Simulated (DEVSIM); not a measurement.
abrupt Si p-n junction

Device: abrupt Si p-n junction, at 300 K.

```tsv
layer (left to right)	material	thickness (μm)	Nd (cm⁻³)	Na (cm⁻³)	τn (s)	τp (s)
1	Si	0.0870	-	6.4e17	0.00051	0.00051
2	Si	6.40	1.5e17	-	0.00051	0.00051
```

Left contact: ohmic. Right contact: ohmic. Voltage is applied to the left contact. Recombination: SRH at mid-gap, radiative. Mobility is μmin + (μ − μmin)/(1 + (N/Nref)^α).

Constants are typed, rounded textbook-type inputs, not results; the design itself was drawn at random and stands for no fabricated device. Values at 300 K.

| parameter | Si |
|---|---|
| gap (eV) | 1.124 |
| affinity (eV) | 4.05 |
| permittivity | 11.7 |
| Nc (cm⁻³) | 2.86e19 |
| Nv (cm⁻³) | 3.1e19 |
| μn (cm²/Vs) | 1417 |
| μp (cm²/Vs) | 470 |
| μn,min | 52 |
| μp,min | 45 |
| Nref,n | 9.7e16 |
| Nref,p | 2.2e17 |
| αn | 0.68 |
| αp | 0.72 |
| B (cm³/s) | 4.7e-15 |

Model (solved in DEVSIM): 1D drift-diffusion, Boltzmann statistics, complete ionisation; no tunnelling, impact ionisation, image-force lowering or self-heating.

```json
{
  "potential_step_across_the_device_at_zero_bias": "0.888 V",
  "largest_field_in_the_device_at_zero_bias": "180000 V/cm",
  "Dark forward voltage at 1 A/cm²": "0.622 V",
  "Dark forward voltage at 100 A/cm²": "0.746 V"
}
```

Dark forward current:

(V (V), J (A/cm²)): (0.05, 2.3e-10); (0.10, 1.8e-9); (0.15, 1.3e-8); (0.20, 8.8e-8); (0.25, 6.0e-7); (0.30, 4.1e-6); (0.35, 2.8e-5); (0.40, 0.00019); (0.45, 0.0013); (0.50, 0.0091); (0.55, 0.062); (0.60, 0.43); (0.65, 2.9); (0.70, 19); (0.75, 110); (0.80, 470); (0.85, 1200); (0.90, 2400)

Small-signal capacitance in reverse bias (quasi-static):

```tsv
V (V)	C (nF/cm²)
-0.04	107
-0.1	104
-0.2	98.6
-0.3	94.2
-0.4	90.3
-0.6	83.8
-0.8	78.5
```
